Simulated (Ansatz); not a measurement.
Functionals compared on a constructed model of the (111) surface of fcc Pt, a pseudomorphic layer of Au in the host's stacking (bottom of the slab: a bare face, its two planes held), in Ansatz (plane waves, PAW). The structure was relaxed with PBE; the other rows are single points on it. Cutoff 420 eV (500 eV for r2SCAN).

Model: 7-atom slab, 13.8 Å thick at the start, 15x15x1 mesh, Fermi-Dirac 0.1 eV, dipole correction, 2 atoms held, the rest relaxed; start symmetry kept, larger cells not searched; no spin, no spin-orbit, no U. In PBE it is, or lies within 0.01 eV a 1x1 cell of, the lowest of the 2 structures of its composition computed so far; larger cells were not tried. These notes are the PBE run's.

| functional | work function of the top face (eV) | rough cost of the single point |
|---|---|---|
| PBE | 5.35 | – |
| RPBE | 5.17 | about 50 core-seconds (a rough figure) |
| r2SCAN | 5.37 | very roughly 70 core-seconds |

Ansatz is a program for electronic structure.
